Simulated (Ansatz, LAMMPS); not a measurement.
Dilute random carbon in silicon, 4x4x4 cubic cells. Cell 21.79 × 21.79 × 21.79 Å, Si507C5, 512 atoms. Prepared with Erhart-Albe potential (SiC_Erhart-Albe.tersoff) (LAMMPS): minimisation. 

Basis: localised support functions (accuracy medium) on a full density matrix. k-points: zone centre alone; occupations: Fermi-Dirac, 0.020 eV; spin polarisation not allowed. Scalar-relativistic, no spin-orbit coupling.

Question: Estimate the energy, gap and bonding that PBE, support functions at accuracy medium on the grid of 420 eV run with Ansatz (a first-principles code) returns for this input.

Answer: 
energy over the perfect crystal(s), per atom: 12 meV/atom
Kohn-Sham gap of the cell on its k-mesh: 0.60 eV
coordination (neighbours within 2.830 Å): 100.0 % 4-fold
C-Si bonds, mean ± spread: 2.012 ± 0.003 Å
Si-Si bonds, mean ± spread: 2.367 ± 0.014 Å
bond angles, mean ± spread: 109.5° ± 2.0°
pressure: 0.08 GPa
